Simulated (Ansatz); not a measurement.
Candidates: L1₂ (Cu3Au-type) Ni₃Fe, CsCl-type PdIn, fluorite AuAl₂, fluorite PtAl₂, L1₂ (Cu3Au-type) Al₃Sc. Level: r²SCAN0 (PAW; Ansatz, a first-principles code).

Ansatz's runs of these crystals have no spin polarisation, but for L1₂ (Cu3Au-type) Ni3Fe. Meta-GGAs and exact exchange favour moments, which can bear on L1₂ (Cu3Au-type) Ni3Fe.

Density-functional runs with spin start from parallel moments for L1₂ (Cu3Au-type) Ni3Fe.

Spin–orbit coupling is left out, also for the solids with elements from indium on (CsCl-type PdIn, fluorite AuAl2, fluorite PtAl2); its size isn't shown.

Ansatz's density-functional and Hartree–Fock values are scalar-relativistic unless marked +SOC, with PAW data made under PBE.

Question: Which of them have a computed lattice parameter a between 3.4 and 5 Å?

Answer: L1₂ (Cu3Au-type) Ni₃Fe, L1₂ (Cu3Au-type) Al₃Sc. The values: L1₂ (Cu3Au-type) Ni₃Fe 3.545 Å; CsCl-type PdIn 3.248 Å; fluorite AuAl₂ 5.984 Å; fluorite PtAl₂ 5.880 Å; L1₂ (Cu3Au-type) Al₃Sc 4.079 Å.
